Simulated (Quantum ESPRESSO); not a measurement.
Short convergence ladders for RbP2Ru2 (I4mm, 5 atoms in the cell)

```
Rb(PRu)2
1.0
   -2.00976     2.00976     6.58610
    2.00976    -2.00976     6.58610
    2.00976     2.00976    -6.58610
Rb P Ru
1 2 2
Cartesian
  0.00000   0.00000   0.05000
  0.00000   0.00000   4.39279
  0.00000   0.00000   8.77940
  0.00000   2.00976   3.29305
  2.00976   0.00000   3.29305
```

Base method: PBEsol, GBRV 1.5 ultrasoft (PBESOL) pseudopotentials (plane waves; Quantum ESPRESSO).

Base settings: ecutwfc = 40 Ry; ecutrho = 320 Ry; occupations = smearing; smearing = fermi-dirac; degauss = 0.0073499 Ry; potentials = {Rb: rb_pbesol_v1.uspp.F.UPF, P: p_pbesol_v1.5.uspp.F.UPF, Ru: ru_pbesol_v1.2.uspp.F.UPF}; K_POINTS = automatic 4 4 4 0 0 0; conv_thr = 1e-09 Ry; mixing_beta = 0.4.

The count of work is k-points × plane waves × bands × iterations; it is no time. Core times come from one kind of shared machine, to one figure; runs under 30 s give none.

**The plane-wave cutoff**

Moved along: ecutrho.

The second cell is the first with its lattice scaled by 0.98.

The mesh stays at the base's, so the ladder's end is converged at best in this setting alone.

Only quantities that move along the ladder and can be compared are tabulated.

```tsv
ecutwfc	free energy less the last step's (meV/atom)	energy of the compressed cell less the first (meV/atom)	pressure (GPa)	largest difference of a force vector from the last step's (eV/Å)	count of work / last	core time / last (rough)
14 Ry	20331.29	87.24	-419.72	0.521	0.062	–
18 Ry	5846.04	15.76	-176.12	0.044	0.082	0.1
22 Ry	1465.17	12.56	-60.87	0.031	0.12	0.1
40 Ry	3.07	22.48	-0.87	0.003	0.27	0.2
96 Ry	0.00	22.30	-0.88	0.000	1.0	1
```

Coarsest ecutwfc that holds the forces within 0.01 eV/Å of the last step, with all finer ones: 40 Ry, at 0.27 of the last step's count of work and about 0.2 of the last step's time; the step before is off by 0.031 eV/Å.

Coarsest ecutwfc that holds the free energy within 5 meV/atom: not settled: the last two steps still differ by 3.1 meV/atom, over half the tolerance, so the ladder does not show it.

Coarsest ecutwfc that holds the energy of the compressed cell less the first within 1 meV/atom of the last step, with all finer ones: 40 Ry, at 0.27 of the last step's count of work and about 0.2 of the last step's time; the step before is off by 9.7 meV/atom.

At the lowest cutoff the pressure lies 419 GPa under the last step's, the usual sign of Pulay stress in an incomplete plane-wave basis.

**The cutoff for other potential files**

Level: DFT, PBEsol, plane waves, PSlibrary PAW (PBE) pseudopotentials.

In this ladder: pseudopotentials = {Rb: Rb.pbe-spn-kjpaw_psl.1.0.0.UPF, P: P.pbe-n-kjpaw_psl.1.0.0.UPF, Ru: Ru.pbe-spn-kjpaw_psl.1.0.0.UPF}; input_dft = pbesol. Moved along: ecutrho.

The second cell is the first with its lattice scaled by 0.98.

The mesh stays at the base's, so the ladder's end is converged at best in this setting alone.

Only quantities that move along the ladder and can be compared are tabulated.

| ecutwfc | free energy less the last step's (meV/atom) | energy of the compressed cell less the first (meV/atom) | pressure (GPa) | largest difference of a force vector from the last step's (eV/Å) | count of work / last | core time / last (rough) |
|---|---|---|---|---|---|---|
| 27 Ry | 1794.77 | 29.11 | -65.29 | 0.037 | 0.16 | 0.3 |
| 42 Ry | 45.03 | 24.50 | -1.75 | 0.003 | 0.32 | 0.5 |
| 60 Ry | 14.54 | 24.53 | -0.98 | 0.001 | 0.54 | 0.6 |
| 90 Ry | 0.00 | 24.50 | -0.66 | 0.000 | 1.0 | 1 |

Coarsest ecutwfc that holds the forces within 0.01 eV/Å of the last step, with all finer ones: 42 Ry, at 0.32 of the last step's count of work; the step before is off by 0.037 eV/Å.

Coarsest ecutwfc that holds the free energy within 5 meV/atom: not settled: the last two steps still differ by 15 meV/atom, over half the tolerance, so the ladder does not show it.

Coarsest ecutwfc that holds the energy of the compressed cell less the first within 2 meV/atom of the last step, with all finer ones: 42 Ry, at 0.32 of the last step's count of work; the step before is off by 4.6 meV/atom.

At the lowest cutoff the pressure lies 64.6 GPa under the last step's, the usual sign of Pulay stress in an incomplete plane-wave basis.

**The density cutoff**

The mesh stays at the base's, so the ladder's end is converged at best in this setting alone.

Only quantities that move along the ladder and can be compared are tabulated.

```csv
ecutrho,free energy less the last step's (meV/atom),pressure (GPa),largest difference of a force vector from the last step's (eV/Å),core time / last (rough)
80 Ry,-11.79,-0.46,0.024,0.3
120 Ry,-0.31,-0.84,0.000,0.3
160 Ry,0.01,-0.87,0.000,0.4
320 Ry,0.00,-0.87,0.000,0.5
640 Ry,0.00,-0.87,0.000,1
```

Coarsest ecutrho that holds the pressure within 0.05 GPa of the last step, with all finer ones: 120 Ry, at about 0.3 of the last step's time; the step before is off by 0.41 GPa.

Coarsest ecutrho that holds the forces within 0.02 eV/Å of the last step, with all finer ones: 120 Ry, at about 0.3 of the last step's time; the step before is off by 0.024 eV/Å.

Coarsest ecutrho that holds the free energy within 0.5 meV/atom of the last step, with all finer ones: 120 Ry, at about 0.3 of the last step's time; the step before is off by 12 meV/atom.

On the base run: the starting cell comes from a database of computed structures (which also holds hypothetical and non-ambient phases and stackings), without a prior relaxation at this level. Its lattice was rescaled by up to half a per cent. One atom was moved a little off its site on purpose. Spin polarisation is off; with an odd number of electrons in the cell that forces a metal, and a magnetic state may lie lower. Without a gap this mesh is coarse (it stands for a supercell whose shortest vector is 16 Å).
